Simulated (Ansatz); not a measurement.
Levels about the gap of amorphous In₂₄O₄₁Ta₂ (67 atoms in a cell of 943 Å³, 6.64 g/cm³; zone centre alone, so wide bands show as single levels with stretches between that a denser mesh fills), at the geometry that PBE relaxed, where it gives -2.1 GPa on a denser mesh. The participation number counts the atoms over which a state spreads; weights are charges in smoothed Voronoi cells. The levels come from a single point, so bond lengths are those of that geometry. Method of the levels: r2SCAN, scalar-relativistic without spin-orbit coupling (Ansatz, a program for electronic structure). Sampling: the zone centre alone; Fermi-Dirac width 0.02 eV; no spin polarisation. At PBE the levels at the filled edge of the gap are localised (band-tail or defect states), and the nearest spread-out levels lie 0.8 eV apart at the zone centre.

A CHGNet melt-quench gave the starting glass, which DFT then relaxed. O atoms were pushed apart under 1.9 Å during the dynamics, to hinder bonds among them. The hot cell started wider than the set density and was brought back towards it in steps. It is the lowest in DFT energy of 2 quenches. It is a model cell: composition and starting density were chosen by hand, and all elements were melted together. No dispersion term was used. Its density started from a set value of 6.64 and ended at 6.64 g/cm³. The quench (nominally 220 K/ps over its main leg) was far faster than any real one, so the model tends to hold more defects than a real film. Values belong to this one cell and scatter from quench to quench. The volume was held where the preparation left it and the shape relaxed, at a PBE pressure of -2.1 GPa (tension). Stress components on the final sampling reach 2.2 GPa.

| E - E(highest filled), eV | filling | participation number | largest on | weight O | weight In | weight Ta |
|---|---|---|---|---|---|---|
| -0.36 | filled | 12.8 | O, 3 neighbours | 0.95 | 0.04 | 0.00 |
| -0.32 | filled | 12.6 | O, 3 neighbours | 0.95 | 0.05 | 0.00 |
| -0.31 | filled | 21.2 | O, 3 neighbours | 0.94 | 0.06 | 0.00 |
| -0.29 | filled | 19.4 | O, 4 neighbours | 0.94 | 0.06 | 0.00 |
| -0.25 | filled | 18.3 | O, 3 neighbours | 0.94 | 0.05 | 0.00 |
| -0.03 | filled | 5.5 | O, 3 neighbours | 0.95 | 0.05 | 0.00 |
| 0.00 | filled | 6.2 | O, 3 neighbours | 0.96 | 0.04 | 0.00 |
| 1.02 | empty | 58.7 | In, 5 neighbours | 0.53 | 0.46 | 0.01 |
| 3.51 | empty | 27.1 | In, 5 neighbours | 0.53 | 0.42 | 0.05 |
| 3.72 | empty | 37.8 | Ta, 6 neighbours | 0.53 | 0.37 | 0.10 |
| 3.76 | empty | 46.2 | In, 4 neighbours | 0.55 | 0.41 | 0.04 |
| 3.92 | empty | 41.5 | In, 5 neighbours | 0.56 | 0.38 | 0.07 |
| 3.95 | empty | 12.9 | Ta, 6 neighbours | 0.46 | 0.28 | 0.26 |
| 4.12 | empty | 38.9 | In, 5 neighbours | 0.57 | 0.39 | 0.04 |

Most localised among these is the filled level at -0.03 eV, on a O atom, which has 3 neighbours (In 2.11 Å, In 2.12 Å, In 2.15 Å).
